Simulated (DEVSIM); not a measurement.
Device: Mo/SiO2/p-GaAs capacitor, at 300 K.

```csv
layer (left to right),material,thickness (nm),Na (cm⁻³)
1,SiO2,2.80,-
2,GaAs,1200,2.8e17
```

Metal gate on the left, work function 4.6 eV. Fixed charge at the semiconductor interface -3.4e10 cm⁻² (in units of +e); no interface traps.

Constants are typed, rounded textbook-type inputs, not results; the design itself was drawn at random and stands for no fabricated device. Values at 300 K.

```csv
parameter,SiO2,GaAs
gap (eV),9,1.424
affinity (eV),0.9,4.07
permittivity,3.9,12.9
Nc (cm⁻³),-,4.7e17
Nv (cm⁻³),-,9e18
```

Simulated with DEVSIM: 1D Poisson equation in equilibrium, Boltzmann statistics, complete ionisation; no quantum confinement or tunnelling. Metal contacts follow the ideal Schottky-Mott rule: no Fermi-level pinning, no interface dipoles.

Question: Tabulate band edges, carrier densities and field at 0.1 V on the gate.

Answer: Energies count from the Fermi level of the right contact; mesh points crowd at the junctions.

```
x (μm)     Ec (eV)  Ev (eV)  n (cm⁻³)  p (cm⁻³)  field (V/cm)
---------  -------  -------  --------  --------  ------------
0.000        3.600   -5.400     < 1e2     < 1e2        770000
0.0007947    3.661   -5.339     < 1e2     < 1e2        770000
0.001631     3.726   -5.274     < 1e2     < 1e2        770000
0.002459     3.789   -5.210     < 1e2     < 1e2        770000
0.003635     0.664   -0.760   3200000   1600000        220000
0.005436     0.704   -0.720    690000   7300000        220000
0.008862     0.777   -0.647     42000     1.2e8        200000
0.01847      0.955   -0.469     < 1e2    1.2e11        170000
0.03365      1.163   -0.261     < 1e2    3.7e14        110000
0.06253      1.321   -0.103     < 1e2    1.7e17         15000
0.1174       1.334   -0.090     < 1e2    2.8e17            21
0.2715       1.334   -0.090     < 1e2    2.8e17           ≈ 0
0.5149       1.334   -0.090     < 1e2    2.8e17           ≈ 0
0.8296       1.334   -0.090     < 1e2    2.8e17           ≈ 0
1.049        1.334   -0.090     < 1e2    2.8e17           ≈ 0
1.122        1.334   -0.090     < 1e2    2.8e17           ≈ 0
1.161        1.334   -0.090     < 1e2    2.8e17           ≈ 0
1.181        1.334   -0.090     < 1e2    2.8e17           ≈ 0
1.194        1.334   -0.090     < 1e2    2.8e17           ≈ 0
1.199        1.334   -0.090     < 1e2    2.8e17           ≈ 0
1.201        1.334   -0.090     < 1e2    2.8e17           ≈ 0
1.203        1.334   -0.090     < 1e2    2.8e17           ≈ 0
```
